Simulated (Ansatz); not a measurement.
SiC under a change: tensor shear ε_xz = +1.33 %

Start from SiC in the wurtzite structure (space group P6_3mc, No. 186; a = 3.056 Å, c = 5.016 Å). Axes: x lies along a and z along c of the hexagonal cell.

Modification: tensor shear ε_xz = +1.33 % (engineering shear γ = 0.0266); the atoms relax in the strained cell.

All numbers come from DFT with LDA, PAW potentials and a 420 eV plane-wave cutoff in Ansatz (a program for electronic structure), no spin-orbit coupling. Settings: 12×12×7 k-points, 0.05 eV Fermi–Dirac smearing.

| quantity | base | changed | shift |
|---|---|---|---|
| space group | P6_3mc (No. 186) | Cc (No. 9) | – |
| shortest interatomic distance | 1.871 Å | 1.865 Å | -0.0065 Å |
| energy relative to the base (free energy F) | 0 meV/atom | +3.5 meV/atom | +3.5 meV/atom |
| pressure (mean of the normal stresses, compression positive) | 0.00 GPa | 0.01 GPa | +0.016 GPa |
| band gap | 2.13 eV | 2.07 eV | -0.06 eV |
| gap character | – | indirect, Γ → k = (1/3, 1/3, 0) in the run's primitive reciprocal basis | – |
| smallest direct gap | 3.92 eV | 3.92 eV | 0.00 eV |
| electron mass | 0.26 mₑ along c, 0.43 mₑ across (at K) | 0.26 mₑ along z, 0.43 mₑ across (off the special points) | – |
| valence-band top at Γ (three highest levels, from the VBM) | 0.00, 0.00, -0.11 eV | 0.00, -0.07, -0.24 eV | – |
| stress (xx, yy, zz, yz, xz, xy; compression positive) | – | (-0.09, 0.05, 0.08, 0.00, -4.12, 0.00) GPa | – |

Masses are band curvatures over ±0.01 Å⁻¹ around the edge. Stability against distortions was not tested. k-point labels follow each cell's own Brillouin zone.
